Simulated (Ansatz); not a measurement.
The starting structures come from a database of crystals and need not be the phases stable at ambient conditions.

The decay constant κ of evanescent states in the gap governs leakage through a thin film.

Data:

```yaml
crystal:
  lattice:
    - [7.10096, 0.00000, 0.00000]
    - [-2.84268, 6.50714, 0.00000]
    - [0.00000, 0.00000, 5.27086]
  atoms:
    - { symbol: Mg, position: [0.90067, 0.70815, 0.25000] }
    - { symbol: Mg, position: [0.09933, 0.29185, 0.75000] }
    - { symbol: Mg, position: [0.70815, 0.90067, 0.75000] }
    - { symbol: Mg, position: [0.29185, 0.09933, 0.25000] }
    - { symbol: Bi, position: [0.59831, 0.40169, 0.75000] }
    - { symbol: Bi, position: [0.40169, 0.59831, 0.25000] }
    - { symbol: P, position: [0.80242, 0.19758, 0.25000] }
    - { symbol: P, position: [0.19758, 0.80242, 0.75000] }
    - { symbol: O, position: [0.32813, 0.32813, 0.00000] }
    - { symbol: O, position: [0.67187, 0.67187, 0.00000] }
    - { symbol: O, position: [0.67187, 0.67187, 0.50000] }
    - { symbol: O, position: [0.32813, 0.32813, 0.50000] }
    - { symbol: O, position: [0.12361, 0.87639, 0.50769] }
    - { symbol: O, position: [0.87639, 0.12361, 0.49231] }
    - { symbol: O, position: [0.87639, 0.12361, 0.00769] }
    - { symbol: O, position: [0.12361, 0.87639, 0.99231] }
    - { symbol: O, position: [0.89318, 0.43094, 0.25000] }
    - { symbol: O, position: [0.10682, 0.56906, 0.75000] }
    - { symbol: O, position: [0.43094, 0.89318, 0.75000] }
    - { symbol: O, position: [0.56906, 0.10682, 0.25000] }
```

Space group of this cell: Cmcm. The cell is taken as given; by PBEsol its mean pressure is 2.4 GPa.

Transport runs along the normal of the first two printed cell vectors.

The gap is the functional's own, uncorrected, and κ follows it; spin-orbit coupling is left out. Mid-gap values are interpolated between the computed energies.

Problem. Give the band gap and the smallest decay constant κ at mid-gap that PBEsol (Ansatz, a program for electronic structure) yields.

Solution. Gap 3.67 eV on a 6×6×6 mesh; κ = 0.303 1/Å, at (0.333, 0.167) of the in-plane reciprocal vectors. At the zone centre, at the nearest computed energy, the slowest state has κ = 0.33 1/Å.
